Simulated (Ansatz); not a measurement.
## Ansatz run on YHg2 (P6/mmm, 3 atoms in the cell): self-consistent single point

Computed with PBEsol, default PAW files made with PBE (plane waves; Ansatz, an electronic-structure program).

Input as run:

Ansatz 0.2 input:
```yaml
# YHg2
crystal:
  lattice:
    - [4.801532, 0.000000, 0.000000]
    - [-2.400766, 4.158249, 0.000000]
    - [0.000000, 0.000000, 3.434643]
  atoms:
    - { symbol: Y, position: [0.000000, 0.000000, 0.000000] }
    - { symbol: Hg, position: [0.333333, 0.666667, 0.500000] }
    - { symbol: Hg, position: [0.666667, 0.333333, 0.500000] }
basis:
  ecutwfc: 420.0
kpoints:
  mp_grid: { grid: [9, 9, 11] }
hamiltonian:
  xc: pbesol
  pseudopotentials: { kind: paw }
scf:
  occupations: { method: fermi_dirac, width: 0.136 }
output:
  forces: true
  eigenvalues: true
  stress: true
```

Output (repeated stretches shortened):

```
WARN the atoms were moved onto the symmetric positions of the space group found under crystal.symmetry.tolerance 1.0e-5 (fractional …
WARN ansatz: RAYON_NUM_THREADS=1 ignored (pool sized by the plan → 1); use --threads N
Pseudopotentials: kind: paw
Pseudopotential: Y, paw, valence charge 11
Pseudopotential: Hg, paw, valence charge 20
Crystal: 3 atoms, lattice volume = 68.576 Å³
Basis set: ecut = 420 eV, 1283 PW (Γ), exchange–correlation on 72×72×48 points (8 copies of the dense FFT grid, shifted against one another)
Bands: 31, of which v1, the nominal top of the filled ones, is band 26 counted from 1 (25 counted from 0)
Symmetry: 24 space group operations
Space group: P6/mmm (ITA 191), of the structure as read, at distance tolerance 4.1e-5 Å
k-points: 72 of 891
PAW frozen core: Y, regenerated for the run's functional, and the local potential with it
PAW frozen core: Hg, regenerated for the run's functional, and the local potential with it
Initial density: superposition of atomic densities (neutral atoms: chi_scale 0, normalization atom), corrected by the library's trained network
Initial wavefunctions: pseudopotential atomic-orbital guess
Eigensolver: davidson
Functional: x = pbesol(κ = 0.804, μ = 0.12345679012345678), c = pbesol(β = 0.046)
SCF iter   1: F=—  HF=-31132.799615 eV  |F-HF|=—  |Δ(HF+E_count)|=         —  Δρ=3.62e-3  dr2=1.34e-2  ethr=1.77e-3  ⟨swp⟩=5.3  Hψ=7823  notcnv=0
all-band conjugate gradients solve this SCF's bands
preconditioner: auto → Kerker (q_TF=auto, 2.597 Å⁻¹)
SCF iter   2: F=—  HF=-31132.798729 eV  |F-HF|=—  |Δ(HF+E_count)|=   8.86e-4  Δρ=2.05e-3  dr2=5.04e-3  ethr=2.63e-5  ⟨swp⟩=2.5  Hψ=3599  notcnv=0
SCF iter   3: F=—  HF=-31132.797333 eV  |F-HF|=—  |Δ(HF+E_count)|=   1.40e-3  Δρ=3.63e-4  dr2=1.55e-4  ethr=9.88e-6  ⟨swp⟩=2.3  Hψ=3094  notcnv=0
SCF iter   4: F=—  HF=-31132.797291 eV  |F-HF|=—  |Δ(HF+E_count)|=   4.23e-5  Δρ=1.54e-4  dr2=2.29e-5  ethr=3.04e-7  ⟨swp⟩=1.9  Hψ=2702  notcnv=0
SCF iter   5: F=—  HF=-31132.797294 eV  |F-HF|=—  |Δ(HF+E_count)|=   2.94e-6  Δρ=2.72e-5  dr2=5.25e-7  ethr=4.49e-8  ⟨swp⟩=2.2  Hψ=3070  notcnv=0
SCF iter   6: F=-31132.797294 eV  HF=-31132.797294 eV  |F-HF|=2.15e-9  |Δ(HF+E_count)|=   2.66e-8  Δρ=5.51e-6  dr2=1.31e-8  ethr=1.96e-10  ⟨swp⟩=5.2  Hψ=8528  notcnv=0
SCF 1 converged in 6 iterations: F = -31132.797294 eV  dr2 = 1.31e-8
SCF converged after 6 iterations
Free energy (F): -31132.797294 eV
Harris-Foulkes:  -31132.797294 eV  (|F-HF|=2.15e-9)
Internal energy: -31132.690743 eV  (E = F + TS)
E sigma→0 (E₀):  -31132.744018 eV
Entropy (-TS):   -0.106551 eV (-35.517 meV/atom)
Fermi energy:    15.411769 eV
--- Per-component energies (eV) ---
  E_band       = -841.057890
  E_kinetic    = 1514.474670
  E_local      = -5891.153809  (includes V_loc(G=0)·N_el)
  E_nonlocal   = 197.985198
  E_hartree    = 2500.098758
  E_xc         = -613.316099
  E_vxc        = -726.565601  (∫ρ·V_xc dr)
  E_paw        = -22370.894439  (= ΣΔE_a)
  E_vpaw       = -935.993321  (= ΣTr[D̂ρ^β])
  E_aug_tail   = 0.001783  (compensation charges beyond the density's cutoff)
  E_ewald      = -6470.692878
  E_core_change = 0.806075  (= ΣΔE_core)
  E_smearing   = -0.106551  (= −TS)
  E_closure    = -0.000000  (closes the sum)
  Σ components = -31132.797294   (vs F -31132.797294, Δ=0.00e0)
--- Forces (eV/Å), atoms counted from 1 ---
  atom   1  Y      0.00000000     0.00000000     0.00000000
   [... zero for the other atoms too ...]
  max |Σ_I F_I| component: 7.40e-17 eV/Å
--- Stress (GPa, compression-positive) ---
        1.350263       0.000000       0.000000
        0.000000       1.350263       0.000000
        0.000000       0.000000       0.246293
  P = ⅓ Tr σ = 0.9823 GPa (9.823 kbar)
  The stress holds the Pulay correction. Without it, at fixed plane waves, as pw.x and ABINIT print it: P = 0.9484 GPa
--- Band table (eV; the first three rows and the last of 72) ---
  k-point 0: bands = ["-100.1782", "-100.1711", "-48.5943", "-48.5943", "-48.5155", "-48.5064", "-48.5064", "-48.4997", "-27.6119", "-7.6485", "-7.6485", "-7.3997", "6.0904", "7.1937", "7.5718", "7.5718", "7.8227", "7.8227", "7.9376", "7.9376", [...]
  k-point 1: bands = ["-100.1782", "-100.1711", "-48.5942", "-48.5942", "-48.5161", "-48.5064", "-48.5064", "-48.5002", "-27.6089", "-7.6442", "-7.6442", "-7.4385", "6.1667", "7.2926", "7.5675", "7.5675", "7.7790", "7.7790", "7.9256", "7.9256", [...]
  k-point 2: bands = ["-100.1782", "-100.1711", "-48.5941", "-48.5941", "-48.5177", "-48.5063", "-48.5063", "-48.5017", "-27.6009", "-7.6325", "-7.6325", "-7.5411", "6.3504", "7.5347", "7.5347", "7.6173", "7.6896", "7.6896", "7.8930", "7.8930", [...]
  k-point 71: bands = ["-100.1746", "-100.1746", "-48.6018", "-48.5500", "-48.5500", "-48.5147", "-48.5147", "-48.4979", "-27.5743", "-7.8464", "-7.6097", "-7.6097", "6.7554", "7.0364", "7.1941", "7.1941", "7.7979", "7.7979", "8.6241", "8.7734", [...]
```

The run converged in 6 iterations.

The starting cell comes from a database of computed structures (which also holds hypothetical and non-ambient phases and stackings), without a prior relaxation at this level. Its lattice was rescaled by a random factor within 2.5 % of one. Spin-orbit coupling is off. Ansatz's pressure includes its estimate of the finite-basis (Pulay) stress.
